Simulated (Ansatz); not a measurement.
# Sb, thickness series

Base system: Sb in the A7 type structure (space group R-3m, No. 166; layered).

```
CELL_PARAMETERS angstrom
      2.16397     1.24937     3.78144
     -2.16397     1.24937     3.78144
      0.00000    -2.49874     3.78144
ATOMIC_POSITIONS crystal
  Sb 0.23324 0.23324 0.23324
  Sb 0.76676 0.76676 0.76676
```

Free-standing slabs (2 atom(s) a layer) normal to the stacking axis with 15 Å of vacuum; in-plane cell relaxed.

Levels (all Ansatz, a quantum-chemistry and plane-wave program, PAW): r2SCAN+rVV10 (500 eV, no SOC); HSE06 (420 eV, scalar-relativistic without spin-orbit coupling).

Band gaps by level, all at the geometries relaxed with r2SCAN+rVV10:

```json
[
 {"case": "base", "r2SCAN+rVV10": "zero", "HSE06": "–"},
 {"case": "1 layer", "r2SCAN+rVV10": "1.50 eV", "HSE06": "1.75 eV"},
 {"case": "2 layers", "r2SCAN+rVV10": "0.22 eV", "HSE06": "0.38 eV"}
]
```

Single points use the geometry relaxed with r2SCAN+rVV10. The hybrid gap comes from the SCF mesh plus the semilocal run's edge points and a few special points and is an upper bound. With Sb present, leaving out spin-orbit coupling can change the band edges. Stability against distortions was not tested. The zero or small gap of Sb can change with the level of theory.
